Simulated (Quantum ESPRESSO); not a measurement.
A self-consistent single point of AlNi (Cmm2, 2 atoms in the cell) with Quantum ESPRESSO.

Level of theory: PBEsol, PSlibrary PAW (PBE) pseudopotentials (plane waves; Quantum ESPRESSO).

```xyz
2
Lattice="1.9329 -1.9473 0.0000 1.9329 1.9473 0.0000 0.0000 0.0000 3.0901" Properties=species:S:1:pos:R:3 pbc="T T T"
Al     0.0000     0.0000     0.0500
Ni     1.9329     0.0000     1.5451
```

Reference input (self-consistent single point, DFT, PBEsol, plane waves, PSlibrary PAW (PBE) pseudopotentials): ecutwfc = 50 Ry; ecutrho = 300 Ry; occupations = smearing; smearing = gauss; degauss = 0.0073499 Ry; input_dft = pbesol; potentials = {Al: Al.pbe-n-kjpaw_psl.1.0.0.UPF, Ni: Ni.pbe-n-kjpaw_psl.1.0.0.UPF}; K_POINTS = automatic 8 8 8 0 0 0; conv_thr = 1e-09 Ry; mixing_beta = 0.7. This run's input differs from it in these lines:

```diff
@@ -14,4 +14,4 @@
     occupations = 'smearing',
-    smearing = 'gauss',
-    degauss = 0.0073499,
+    smearing = 'fd',
+    degauss = 0.02205,
     input_dft = 'pbesol',
@@ -33,3 +33,3 @@
 K_POINTS automatic
-8 8 8  0 0 0
+13 13 13  0 0 0
```

Output (repeated stretches shortened):

```
     Self-consistent Calculation

     iteration #  1     ecut=    50.00 Ry     beta= 0.70

     total energy              =    -221.70366057 Ry
     estimated scf accuracy    <       0.14856465 Ry

     iteration #  2     ecut=    50.00 Ry     beta= 0.70

     total energy              =    -221.53767670 Ry
     estimated scf accuracy    <       2.40584450 Ry

     iteration #  3     ecut=    50.00 Ry     beta= 0.70

     total energy              =    -221.80457753 Ry
     estimated scf accuracy    <       0.00052545 Ry

   [... 4 blocks of this kind left out ...]

     iteration #  8     ecut=    50.00 Ry     beta= 0.70

     total energy              =    -221.80596998 Ry
     estimated scf accuracy    <          2.5E-09 Ry

     iteration #  9     ecut=    50.00 Ry     beta= 0.70
     End of self-consistent calculation

     Number of k-points >= 100: set verbosity='high' to print the bands.

     the Fermi energy is    12.2832 ev

!    total energy              =    -221.80596998 Ry
     estimated scf accuracy    <          3.8E-12 Ry
     smearing contrib. (-TS)   =      -0.01811715 Ry
     internal energy E=F+TS    =    -221.78785283 Ry

     convergence has been achieved in   9 iterations

     Forces acting on atoms (cartesian axes, Ry/au):

     atom    1 type  1   force =     0.00000000    0.00000000   -0.01354048
     atom    2 type  2   force =     0.00000000    0.00000000    0.01354048

     Total force =     0.019149     Total SCF correction =     0.000003

          total   stress  (Ry/bohr**3)                   (kbar)     P=       27.25
   0.00038278  -0.00000000   0.00000000           56.31       -0.00        0.00
   0.00000000   0.00026672   0.00000000            0.00       39.24        0.00
   0.00000000   0.00000000  -0.00009384            0.00        0.00      -13.80

   JOB DONE.
```

The run converged in 9 iterations. Against the reference run the free energy goes down by 66.2 meV/atom, the pressure goes from 2.03 to 2.72 GPa and the largest force hardly changes (0.343 to 0.348 eV/Å).

The starting cell comes from a database of computed structures (which also holds hypothetical and non-ambient phases and stackings), without a prior relaxation at this level. Its lattice was rescaled by up to half a per cent. One atom was moved a little off its site on purpose. Spin polarisation is off.

Cost on one core of a shared machine: roughly 90 s.
